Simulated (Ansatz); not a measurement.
Input and output of a self-consistent single point for TiBr₂ (P6_3/mmc, 6 atoms in the cell) (Ansatz, a first-principles code).

Level of theory: LDA (PW92), default PAW files made with PBE (plane waves; Ansatz).

```
CELL_PARAMETERS angstrom
      3.46571     0.00000     0.00000
     -1.73285     3.00139     0.00000
      0.00000     0.00000    13.48019
ATOMIC_POSITIONS crystal
  Ti 0.33333 0.66667 0.25000
  Ti 0.66667 0.33333 0.75000
  Br 0.33333 0.66667 0.62750
  Br 0.66667 0.33333 0.12750
  Br 0.66667 0.33333 0.37250
  Br 0.33333 0.66667 0.87250
```

Reference input (self-consistent single point, DFT, LDA (PW92), plane waves, default PAW files made with PBE): basis.ecutwfc = 420 eV; kpoints.mp_grid.grid = 7 7 2; hamiltonian.xc = lda; hamiltonian.pseudopotentials = {kind: paw} (the program's default PAW files); scf.occupations.method = gaussian; scf.occupations.width = 0.1 eV. This run's input differs from it in these lines:

Ansatz 0.2 input:
```diff
@@ -13,3 +13,3 @@
 basis:
-  ecutwfc: 420.0 eV
+  ecutwfc: 630.0 eV
 kpoints:
```

The program printed (abridged):

```
SCF iter   1: F=—  HF=-15683.297272 eV  |F-HF|=—  |Δ(HF+E_count)|=         —  Δρ=7.02e-3  dr2=6.50e-2  ethr=1.77e-3  ⟨swp⟩=6.5  Hψ=2329  notcnv=0
all-band conjugate gradients solve this SCF's bands
preconditioner: auto → Resta (q_TF=auto, 2.313 Å⁻¹)
SCF iter   2: F=—  HF=-15683.287435 eV  |F-HF|=—  |Δ(HF+E_count)|=   9.84e-3  Δρ=3.73e-3  dr2=1.52e-2  ethr=1.25e-4  ⟨swp⟩=2.0  Hψ=727  notcnv=0  defer=17
   [... lines left out ...]
SCF iter   4: F=—  HF=-15683.284953 eV  |F-HF|=—  |Δ(HF+E_count)|=   1.38e-4  Δρ=3.60e-4  dr2=2.45e-4  ethr=1.83e-6  ⟨swp⟩=2.4  Hψ=861  notcnv=0  defer=17
SCF iter   5: F=—  HF=-15683.284916 eV  |F-HF|=—  |Δ(HF+E_count)|=   3.71e-5  Δρ=1.16e-4  dr2=1.79e-5  ethr=4.71e-7  ⟨swp⟩=2.0  Hψ=610  notcnv=0  defer=17
SCF iter   6: F=—  HF=-15683.284714 eV  |F-HF|=—  |Δ(HF+E_count)|=   2.02e-4  Δρ=2.80e-5  dr2=1.13e-6  ethr=3.45e-8  ⟨swp⟩=2.6  Hψ=829  notcnv=0  defer=17
SCF iter   7: F=-15683.284714 eV  HF=-15683.284714 eV  |F-HF|=1.41e-8  |Δ(HF+E_count)|=   2.00e-8  Δρ=6.11e-6  dr2=7.12e-8  ethr=1.92e-10  ⟨swp⟩=7.4  Hψ=2550  notcnv=0
SCF 1 converged in 7 iterations: F = -15683.284714 eV  dr2 = 7.12e-8
Free energy (F): -15683.284714 eV
Internal energy: -15683.284714 eV  (E = F + TS)
E sigma→0 (E₀):  -15683.284714 eV
Entropy (-TS):   -0.000000 eV (-0.000 meV/atom)
Fermi energy:    8.394558 eV
--- Forces (eV/Å), atoms counted from 1 ---
  atom   1  Ti    -0.00000000     0.00000000     0.00000000
  atom   2  Ti     0.00000000     0.00000000     0.00000000
  atom   3  Br     0.00000000    -0.00000000     0.18953326
  atom   4  Br    -0.00000000     0.00000000     0.18953326
  atom   5  Br    -0.00000000     0.00000000    -0.18953326
  atom   6  Br     0.00000000    -0.00000000    -0.18953326
--- Stress (GPa, compression-positive) ---
       -4.729324       0.000000       0.000000
        0.000000      -4.729324       0.000000
        0.000000       0.000000      -2.398327
  P = ⅓ Tr σ = -3.9523 GPa (-39.523 kbar)
  The stress holds the Pulay correction. Without it, at fixed plane waves, as pw.x and ABINIT print it: P = -3.9572 GPa
```

The run converged in 7 iterations. Against the reference run the free energy drops by 1.5 meV/atom, the pressure stays at -3.95 GPa, the largest force moves little (0.189 to 0.190 eV/Å) and the gap on the mesh stays at 0.655 eV.

The starting cell was generated: these elements placed on a structure prototype, without a prior relaxation; it need not be a known phase or ordering of this composition. Ansatz's pressure includes its estimate of the finite-basis (Pulay) stress.
